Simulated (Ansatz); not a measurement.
We consider IrC (model structure, F-43m, No. 216, 2 atoms in the cell), described by r²SCAN+rVV10 (Ansatz, a quantum-chemistry and plane-wave program, PAW).

The input as run:

Ansatz 0.2 input:
```yaml
crystal:
  lattice:
    - [0.0, 2.3101290168, 2.3101290168]
    - [2.3101290168, 0.0, 2.3101290168]
    - [2.3101290168, 2.3101290168, 0.0]
  atoms:
    - { symbol: Ir, position: [0.0, 0.0, 0.0] }
    - { symbol: C, position: [0.25, 0.25, 0.25] }
basis:
  ecutwfc: 560
  ecutrho_ratio: 4
  xc_grid: 3
kpoints:
  mp_grid: { grid: [20, 20, 20] }
hamiltonian:
  xc: r2scan
  dispersion: rvv10
  pseudopotentials: { kind: paw }
scf:
  occupations: { method: fermi_dirac, width: 0.05 }
output:
  forces: true
  stress: true
  eigenvalues: true
relax:
  f_tol: 0.004
  escape_saddle: false
  max_steps: 80
```

Excerpt of the program's output:

```
WARN output.stress: scf.convergence.dr2_threshold = 1e-7 eV (the SCF's general default) is looser than the 2e-10 eV advised for a printed stress (1e-10 eV for …
Relaxation: its limit of steps is 80 (relax.max_steps)
Crystal: 2 atoms, lattice volume = 24.657 Å³
Basis set: ecut = 560 eV, 725 PW (Γ), exchange–correlation on 81×81×81 points (27 copies of the dense FFT grid, shifted against one another)
Bands: 15, of which v1, the nominal top of the filled ones, is band 11 counted from 1 (10 counted from 0)
Symmetry: 24 space group operations
Space group: F-43m (ITA 216), of the structure as read, at distance tolerance 2.9e-5 Å
k-points: 256 of 8000 (time reversal used)
Functional: x = r2scan, c = r2scan + rvv10(b = 11.95, C = 0.0093); τ floored in thin density (d = 2e-4 eV/Å³)
SCF iter   1: F=—  HF=-12196.328345 eV  |F-HF|=—  |Δ(HF+E_count)|=         —  Δρ=1.33e-2  dr2=2.86e-2  dr2_τ=1.42e-1
SCF iter   2: F=—  HF=-12196.361562 eV  |F-HF|=—  |Δ(HF+E_count)|=   3.32e-2  Δρ=6.46e-3  dr2=4.27e-3  dr2_τ=1.34e-3
  ...
SCF 1 converged in 7 iterations: F = -12196.362031 eV  dr2 = 5.90e-10
relax step   1: F+E_penalty+E_count = -12196.36203093 eV  Δ(F+E_penalty+E_count) = +0.000e0 eV  max|allowed force component| = 5.089e-17 eV/Å  Δτ_max = 0.0000 Å  (7 SCF iters, accepted)
Crystal: 2 atoms, lattice volume = 24.657 Å³
Initial density: handed on by an earlier stage of this run
SCF iter   1: F=—  HF=-12196.362031 eV  |F-HF|=—  |Δ(HF+E_count)|=         —  Δρ=2.80e-6  dr2=5.90e-10  dr2_τ=2.02e-10
SCF iter   2: F=-12196.362031 eV  HF=-12196.362031 eV  |F-HF|=5.26e-10  |Δ(HF+E_count)|=   1.16e-9  Δρ=1.48e-6  dr2=1.80e-10  dr2_τ=2.45e-11
SCF 2 converged in 2 iterations: F = -12196.362031 eV  dr2 = 1.80e-10
SCF converged after 2 iterations
Free energy (F): -12196.362031 eV
Internal energy: -12196.356656 eV  (E = F + TS)
E sigma→0 (E₀):  -12196.359344 eV
Fermi energy:    17.042482 eV
--- Forces (eV/Å), atoms counted from 1 ---
  atom   1  Ir    -0.00000000     0.00000000     0.00000000
  atom   2  C      0.00000000     0.00000000    -0.00000000
--- Stress (GPa, compression-positive) ---
       -5.662580       0.000000       0.000000
        0.000000      -5.662580      -0.000000
        0.000000      -0.000000      -5.662580
  P = ⅓ Tr σ = -5.6626 GPa (-56.626 kbar)
```

The cell is one volume of an energy–volume scan, off the minimum.

The PAW data were made under PBE.

Note: the run has no spin polarisation, so it can have missed a magnetic state. Note: the relaxation could raise the start's symmetry but not lower it, so the cell can be a saddle point.

Computing time: very roughly 30 core-seconds.

A model structure was made by putting elements into a prototype or built by hand; it is no filed structure, need not be a known phase, and can be a saddle point held by its symmetry.
